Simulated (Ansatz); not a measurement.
## Functionals side by side, with their cost (level): Sr₂LaSbO₆ (Fm-3m, 10 atoms in the cell)

Cell: a = 6.1105 Å, b = 6.1105 Å, c = 6.1105 Å, α = 60.00°, β = 60.00°, γ = 60.00°.

Program: Ansatz (an electronic-structure program), default PAW files made with PBE; each row names its functional.

Base settings: basis.ecutwfc = 420 eV; kpoints.mp_grid.grid = 3 3 3; hamiltonian.xc = hse06; hamiltonian.pseudopotentials = {kind: paw} (the program's default PAW files); scf.occupations.method = fixed.

Differences are taken from HSE06, a reference of convenience: it is no measurement, and no ranking of the functionals follows.

Core times come from one kind of shared machine and are given to one figure; runs under 30 s give none.

The starting cell comes from a database of computed structures (which also holds hypothetical and non-ambient phases and stackings), without a prior relaxation at this level. Spin-orbit coupling is off. In the base run, with a pressure of about -4 GPa the cell is away from its equilibrium volume at this level.

```
level   gap on the mesh less reference (eV)  largest difference in the force on any atom (eV/Å)  core time / reference (rough)
------  -----------------------------------  --------------------------------------------------  -----------------------------
PBEsol                               -1.642                                               0.467                              –
PBE0                                  0.726                                               0.014                            1.0
HSE06                                 0.000                                               0.000                              1
```

Keys are those of Ansatz 0.2.
